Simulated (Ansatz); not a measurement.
System: YSiNO₂ (model structure, P4/mmm, No. 123, 5 atoms in the cell). Method: r²SCAN (Ansatz, a program for electronic structure, plane waves, PAW).

Run with plane-wave cutoff 560 eV, 10×10×10 k mesh, Fermi–Dirac smearing 0.01 eV, scalar-relativistic PAW data made under PBE.

Cell (relaxed with PBEsol):

```cif
data_NO2SiY
_chemical_formula_sum 'Y1 Si1 N1 O2'
_space_group_name_H-M_alt 'P4/mmm'
_space_group_IT_number 123
_space_group_name_Hall '-P 4 2'
_cell_length_a 3.57492
_cell_length_b 3.57492
_cell_length_c 3.68497
_cell_angle_alpha 90.000
_cell_angle_beta 90.000
_cell_angle_gamma 90.000
loop_
_atom_site_label
_atom_site_type_symbol
_atom_site_symmetry_multiplicity
_atom_site_Wyckoff_symbol
_atom_site_fract_x
_atom_site_fract_y
_atom_site_fract_z
_atom_site_occupancy
Y1 Y 1 b 0.00000 0.00000 0.50000 1
Si1 Si 1 c 0.50000 0.50000 0.00000 1
N1 N 1 d 0.50000 0.50000 0.50000 1
O1 O 2 f 0.00000 0.50000 0.00000 1
```

Q: Give the computed band gap and smallest direct gap on the k points sampled.

A: 
- band gap: 2.09 eV
- smallest direct gap on the k points sampled: 2.64 eV

Note: the relaxation could raise the start's symmetry but not lower it, so the cell can be a saddle point; cell and atoms aren't relaxed at this level (pressure 1.3 GPa).

Spin–orbit coupling is not included.

The computed numbers hold no vibrational or temperature effects.

Computing time: very roughly 30 core-seconds.

A model structure was made by putting elements into a prototype or built by hand; it is no filed structure, need not be a known phase, and can be a saddle point held by its symmetry.
